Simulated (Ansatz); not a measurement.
IrSn$_{2}$ (Fm-3m), PBEsol, DFPT electron-phonon coupling, linearised Boltzmann equation run with Ansatz (a quantum-chemistry and plane-wave program): phonon-limited resistivity 16.3 μΩ·cm at 300 K, 21.9 μΩ·cm at 400 K, current-weighted mean free path 8.1 nm, Drude plasma energy 5.87 eV.

Problem. What temperature coefficient of resistance follows, and how does it compare with 1/T?

Solution. (ρ₄₀₀ − ρ₃₀₀)/(100 K × ρ₃₀₀) = 3.44×10⁻³ K⁻¹, against 1/T = 3.33×10⁻³ K⁻¹ for a resistivity proportional to T. Impurities would add a constant and lower it.

Problem. What Drude relaxation time do resistivity and plasma energy imply?

Solution. ω_p = 8.92e15 s⁻¹, so τ = 1/(ε₀ ω_p² ρ) = 8.71 fs, a damping ħ/τ of 75.6 meV.

Problem. Estimate the electronic thermal conductivity at 300 K by the Wiedemann-Franz law (L₀ = 2.44×10⁻⁸ W·Ω/K²).

Solution. L₀T/ρ = 2.44×10⁻⁸ × 300/(16.3×10⁻⁸) = 44.9 W/(m·K). Inelastic scattering puts the true Lorenz number somewhat under L₀ near and below the Debye temperature.

A metal at this level (no band gap). Only scattering by harmonic phonons is included (no impurities, grain boundaries, electron-electron scattering or thermal expansion). Spin-orbit coupling is left out, which matters with elements this heavy. Halving the electron mesh (24x24x24) moves the resistivity by up to 9 % at 300 K, the mean free path by up to 4 %. Smearing 0.20 eV; phonons on a 4x4x4 q mesh, which this run doesn't test.

Formula and space group known from diffraction (Crystallography Open Database), not checked to be the room-temperature form: IrSn2 (Fm-3m).
